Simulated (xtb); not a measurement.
xtb 6.7.1, GFN1-xTB: Ta(OH)(NH2)4 ([NH2][Ta]([NH2])([NH2])([NH2])[OH]), 15 atoms. The geometry is a generated start, not checked to be a minimum at this level.

```
Quantity                                                                                                        Value
------------------------  -------------------------------------------------------------------------------------------
method                                                                                                       GFN1-xTB
--acc                                                                                                     1 (default)
--etemp (K)                                                                                             300 (default)
detailed input (--input)  none: ANC optimiser, Lindh (1995) Hessian, microcycle=20, maxdispl=1.0, hlow=0.01 (default)
basis functions                                                                                                    48
valence electrons                                                                                                  40
```

```xyz
15

Ta     0.2408    -0.0257    -0.1350
O      1.7791    -0.3186    -1.0958
H      2.5914    -0.3917    -1.5954
N      1.0995    -0.6680     1.5739
H      0.7320    -0.6277     2.5202
H      2.0397    -1.0373     1.6558
N     -0.6567     0.8763    -1.7018
H     -1.5024     1.4338    -1.7119
H     -0.3240     0.8600    -2.6599
N     -1.1289    -1.5023    -0.0925
H     -1.0734    -2.3365     0.4797
H     -1.8617    -1.6452    -0.7783
N     -0.5561     1.4556     0.9765
H     -1.0494     2.2665     0.6220
H     -0.3300     1.6607     1.9424
```

Charge 0 and multiplicity 1 are set for this test and not shown to be the ground state.

The structure is relaxed from this start with --opt LEVEL for the levels crude, sloppy, loose, lax, normal, tight, vtight, extreme, once each. Up to the end of the extreme run atoms move by at most 0.44 Å along an axis.

Task: Which level is enough to come within 1 meV of the tightest end point?

Result: normal: 31 cycles against 39, ending 0.14 meV above.

| level | cycles | energy above the extreme run (meV) | gradient norm (eV/Å) |
|---|---|---|---|
| crude | 5 | 53 | 0.31 |
| sloppy | 15 | 8.1 | 0.23 |
| loose | 19 | 3.5 | 0.15 |
| lax | 22 | 2.2 | 0.038 |
| normal | 31 | 0.14 | 0.030 |
| tight | 34 | 0.028 | 0.0098 |
| vtight | 38 | under 0.01 | 0.0035 |
| extreme | 39 | — | 0.0015 |
